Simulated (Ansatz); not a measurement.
H interstitial started at a bond centre in metastable 2H silicon carbide (start: bond centre of Si and C, 1.89 Å; 96-site cell, 2×2×2 shifted sampling). These are PBE, PAW (plane waves to 420 eV; Ansatz, a first-principles code) values and carry that method's errors. Total energies of the localised charge states, counted from that of charge +1, and their image corrections (point charge with alignment); the host's valence-band maximum lies at 9.434 eV on the cells' energy zero and its gap is 2.31 eV.

```json
[
 {"charge": "+1", "moment (μB)": "not spin-polarised", "E − E(first) (eV)": "0.000", "correction (eV)": "0.207"},
 {"charge": "0", "moment (μB)": "1.0", "E − E(first) (eV)": "11.266", "correction (eV)": "0.001"},
 {"charge": "−1", "moment (μB)": "not spin-polarised", "E − E(first) (eV)": "21.256", "correction (eV)": "0.163"}
]
```

Q: Derive the transition levels above the valence-band maximum and say which of them are thermodynamic.

A: A level is the Fermi energy at which two charges have equal formation energy: ε(q/q′) = [E(q′) + corr(q′) − E(q) − corr(q)] / (q − q′) − E_VBM.
ε(+1/0) = [(11.266 + 0.001) − (0.000 + 0.207)] / 1 − 9.434 = 1.63 eV
ε(0/−1) = [(21.256 + 0.163) − (11.266 + 0.001)] / 1 − 9.434 = 0.72 eV
Charge 0 lies above the lower envelope where its neighbours cross, so the level that counts is ε(+1/−1) = [(21.256 + 0.163) − (0.000 + 0.207)] / 2 − 9.434 = 1.17 eV.
Thermodynamic levels at least 0.1 eV inside the gap: (+1/−1) at 1.17 eV. They hold to tenths of an eV in this cell. Only the charges listed were compared. The geometries come from one start. Flagged in the runs: a host whose relaxation on this sampling wasn't shown to rest.
